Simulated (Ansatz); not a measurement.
The starting structures come from a database of crystals and need not be the phases stable at ambient conditions.

Given:

```xyz
10
Lattice="5.3790 0.0000 0.0000 2.6895 5.0115 0.0000 2.6895 1.4434 4.4291" Properties=species:S:1:pos:R:3 pbc="T T T"
Zn     5.3790     5.0560     1.6187
Zn     5.3790     1.3989     2.8105
Sn     2.6895     2.9734     0.6642
Sn     8.0685     3.4815     3.7649
O      6.2238     3.8028     0.2214
O      4.5343     2.6521     4.2077
O      6.4434     4.8274     3.3655
O      4.3146     1.6275     1.0637
O      3.4699     4.3740     1.9743
O      7.2882     2.0809     2.4548
```

Space group of this cell: R-3. The cell is taken as given; by PBEsol its mean pressure is -6.9 GPa.

Calculation: PBEsol (plane waves, PAW; Ansatz, a first-principles code).

The current runs along the normal of the first two printed vectors; no spin-orbit coupling. Scaled by the factor s: all lengths (ions clamped). The meshes follow the cell: 8×8×8 and 8×6 across at s = 0.98, 8×8×8 and 6×6 across at s = 1.00, 8×8×8 and 6×6 across at s = 1.02.

| s | mean pressure (GPa) | slowest mid-gap decay constant κ (1/Å) |
|---|---|---|
| 0.98 | 3.7 | ? |
| 1.00 | -6.9 | 0.138 |
| 1.02 | -14.7 | 0.106 |

Task: Take the slope of the slowest mid-gap decay constant κ against ln s from the two given rows, extrapolate to s = 0.98, and say what the run there gives.

Result: Slope = (0.106 − 0.138) / ln 1.02 = -1.62 1/Å. The line gives 0.138 + (-1.62) × ln 0.98 = 0.171 1/Å. The run gives 0.171 1/Å, as the line does.
